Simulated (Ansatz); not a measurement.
Cell and atoms of amorphous Si30N36C3:

```
CN12Si10
1.0
    9.16785     0.00000     0.00000
    0.00000     9.16785     0.00000
    0.00000     0.00000     9.16785
Si N C
30 36 3
Cartesian
  3.58448   2.61834   7.65359
  5.56583   8.55200   5.09807
  3.80561   8.63632   3.17162
  3.01143   7.18624   5.29805
  5.66975   5.71653   6.11219
  5.58386   2.66635   9.07985
  6.71470   5.19012   8.68300
  6.38216   0.84199   2.30034
  1.52519   1.93093   0.39569
  8.88072   4.20801   8.40725
  0.01746   7.63958   4.53132
  0.85584   6.44580   7.17118
  8.38755   1.54165   7.55954
  9.15962   8.93712   2.00647
  4.24277   0.44191   9.12584
  5.42119   7.34770   0.78897
  2.46104   7.27733   0.68438
  1.14699   1.51381   3.39758
  3.74137   2.56806   2.35681
  6.20380   1.79060   6.58851
  7.66300   8.42689   7.31038
  6.98159   6.18172   3.48145
  4.13932   5.66575   2.67486
  9.07507   6.33880   1.37165
  3.70658   5.76932   7.83432
  6.24642   3.73170   2.49490
  3.39094   1.39485   5.34125
  2.29702   4.51392   0.58756
  1.06266   3.41297   5.82592
  7.91163   2.99004   4.31499
  8.60546   7.05544   7.99376
  2.32676   6.82699   8.16546
  1.31705   7.15805   5.61019
  3.46986   6.95303   3.66772
  8.56920   6.73574   3.06031
  2.98824   1.38377   3.53571
  3.76577   8.36337   1.31063
  0.57509   4.71937   6.80776
  0.52460   2.96200   4.21805
  6.26331   3.99673   0.79679
  7.04270   2.22635   3.01388
  3.96233   6.00315   6.12148
  0.36899   9.14573   3.74786
  6.81260   1.92037   8.19984
  0.95034   7.72354   1.26473
  3.06234   4.21137   8.21709
  7.52869   9.05953   1.37060
  4.62075   2.24865   6.16945
  7.16287   4.49929   3.75477
  7.73515   2.33735   5.89580
  0.32081   2.52927   8.45810
  0.62046   4.94050   0.59445
  5.00224   1.63653   1.40391
  2.78188   1.25278   8.61981
  5.45159   9.13602   3.45256
  2.44048   3.05681   1.40982
  6.26337   0.08317   6.44134
  7.87112   7.48232   5.61263
  6.15622   4.57700   7.14953
  5.71403   6.35125   2.27576
  3.02008   5.79417   1.40668
  2.23611   2.31516   6.22764
  4.51466   3.96425   3.00524
  0.78314   1.25166   1.74087
  3.72743   8.80747   5.28861
  5.08431   6.30369   8.68693
  7.03864   8.11745   0.29606
  7.80232   6.77675   0.07934
  6.57026   6.98546   5.10588
```

Methods: PBE, scalar-relativistic without spin-orbit coupling (Ansatz, an electronic-structure program); r2SCAN, scalar-relativistic without spin-orbit coupling (Ansatz); HSE06, scalar-relativistic without spin-orbit coupling (Ansatz). Neutral PBE cell, which sets geometry, pressure and energy: sampling: a 2×2×2 Γ-centred mesh; Fermi-Dirac width 0.02 eV; no spin polarisation. Exact exchange is cut at the faces of this 9 Å cell, which leaves hybrid gaps a finite-size error.

A CHGNet melt-quench gave the starting glass, which DFT then relaxed. N atoms were pushed apart under 1.9 Å during the dynamics, to hinder bonds among them. The hot cell started wider than the set density and was brought back towards it in steps. It is the lowest in DFT energy of 2 quenches. It is a model cell: composition and starting density were chosen by hand, and all elements were melted together. No dispersion term was used. Its density started from a set value of 2.98 and ended at 2.98 g/cm³. The simulated quench (nominally 380 K/ps over its main leg) is rapid and tends to freeze in more defects than a deposited or slowly cooled glass has. One small periodic cell is one sample of the glass; other quenches scatter about these values. The volume was held where the preparation left it.

Give the pressure, the energy against reference phases and the spacing of the highest filled and lowest empty levels.


* **Pressure on a 2×2×2 Γ-centred mesh**: 3.27 GPa
* **Largest force and stress component on that mesh (the relaxation ran on the zone centre alone)**: 0.20 eV/Å and 5.4 GPa
* **Energy relative to beta Si3N4 + 6H silicon carbide (lowest mix at this level among the phases computed, not always the ambient ones)**: 0.465 eV/atom
* **Gap on a 2×2×2 Γ-centred mesh (PBE)**: 1.51 eV
* **Gap at the zone centre (PBE)**: 1.69 eV
* **Gap at the zone centre (r2SCAN)**: 1.97 eV
* **Gap at the zone centre (HSE06)**: 2.60 eV
* **Distance between the nearest levels spread over more than a fifth of the atoms or a third of the atoms of their main element (six at least) (PBE, zone centre)**: 1.69 eV

At PBE and the zone centre, how localised are the states just below and above the Fermi level (participation number: the atoms over which a state spreads)?

The highest filled state is spread over 17.0 atoms' worth, largest on Si10, with weights by element (charge in smoothed Voronoi cells) N 0.45, Si 0.44, C 0.10. The lowest empty state is spread over 11.8 atoms' worth, largest on Si3, with weights by element (charge in smoothed Voronoi cells) Si 0.53, N 0.45, C 0.02.

Cut-offs for bonds: Si-Si 2.60 Å, Si-N 2.24 Å, Si-C 2.19 Å, N-N 1.70 Å, N-C 1.76 Å, C-C 1.78 Å. Two cations that share two anions don't count as bonded, nor two that share one unless they lie closer than Si-Si 2.38 Å, Si-C 2.00 Å, C-C 1.63 Å.

Added carriers, by Ansatz with PBE, scalar-relativistic without spin-orbit coupling on the zone centre alone. Charged cells keep the cell fixed and stand in a uniform background, with no image correction, at a width of 0.01 eV; where the count is odd the moment is locked at 1 μB, unless the neutral cell bore moments. Each starts from the undistorted neutral geometry alone. PBE's self-interaction favours spread-out carriers, so it can miss traps that a hybrid finds.

What happens at PBE when the cell takes an extra electron and the atoms relax?

Relaxation lowers the charged cell by 0.86 eV. The largest moves are N36 0.38 Å, N37 0.24 Å, Si3 0.23 Å, N65 0.15 Å. The level that holds the added charge spreads over 9.0 atoms' worth, most on Si3 (weight 0.27): a partly localised carrier. Bonds broken: Si3-N36, Si3-N65. Made neutral again at that geometry, the cell lies +0.71 eV from the neutral start (a closed shell was imposed there, with levels 0.20 eV apart, so this is an upper bound).

What happens at PBE when the cell takes a hole and the atoms relax?

Relaxation lowers the charged cell by 0.36 eV. The largest moves are Si7 0.26 Å, N59 0.22 Å, Si10 0.10 Å, Si16 0.10 Å. The level that was emptied spreads over 7.1 atoms' worth, most on Si10 (weight 0.34): a partly localised carrier. Bonds broken: Si7-Si10. Made neutral again at that geometry, the cell lies +0.71 eV from the neutral start (a closed shell was imposed there, with levels 0.55 eV apart, so this is an upper bound).

A PBE run started with 1 μB on atoms that lack a bond or may hold spare charge lost its moments; other starts weren't tried.
